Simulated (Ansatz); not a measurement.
The parent structure is CdSe in the zinc blende structure (space group F-43m, No. 216; a = 6.082 Å).

Computed with Kohn–Sham DFT with the PBEsol functional, run in Ansatz (a quantum-chemistry and plane-wave program) with PAW and 420 eV plane waves, no SOC.

For the base:

```
Property                             Value
-------------  ---------------------------
Electron mass              0.049 mₑ (at Γ)
Band gap                           0.48 eV
Pressure                          0.00 GPa
Hole mass      0.050, 0.66, 0.66 mₑ (at Γ)
```

The change: an isotropic linear strain of −1.50 %; the atoms relax in the strained cell.

Question: How does this affect the electron mass, band gap, pressure and hole mass?

Answer: The electron mass becomes 0.055 mₑ (at Γ) (base: 0.049 mₑ (at Γ)); the band gap increases by 0.09 eV to 0.57 eV; the pressure goes from zero to 2.63 GPa; the hole mass (degenerate bands, along [100]) goes from 0.050, 0.66, 0.66 mₑ (at Γ) to 0.057, 0.62, 0.62 mₑ (at Γ).

Masses are band curvatures over ±0.01 Å⁻¹ around the edge. Whether these cells are dynamically stable was not tested.
